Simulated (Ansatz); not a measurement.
System: interstitial H in hcp Os (neutral cell). The step: one H atom jumps by itself; the atom moves 2.17 Å along (0.00, 0.00, -0.50) of the unit cell; the moving atom starts with neighbours 4 Os at 1.96, 2 Os at 1.97 Å and ends with 4 Os at 1.96, 2 Os at 1.97 Å. DFT values are from Ansatz (plane-wave PAW, 420 eV unless said) in a cell of 36 host sites, spin-restricted, static, with no finite-size correction. Sites that were not tried may lie lower. For the PBE band: the check of the saddle point's order was inconclusive, and it lies on a symmetry element of the cell, where a band can be held.

```tsv
Level	Forward barrier (eV)	Cost of the band or of the saddle's single point
CHGNet universal potential (has no charge state), its own band	0.08	-
PBE, a 2×2×2 k-point mesh shifted by half a step along c, band relaxed	0.40	about 100 core-minutes (a rough figure)
PBE, a 4×4×3 k-point mesh shifted by half a step along c, same geometries	0.43	roughly 6 core-minutes
r2SCAN at 500 eV, a 2×2×2 k-point mesh shifted by half a step along c, same geometries	0.35	roughly 2.9 core-minutes
```

Ansatz is a first-principles code.
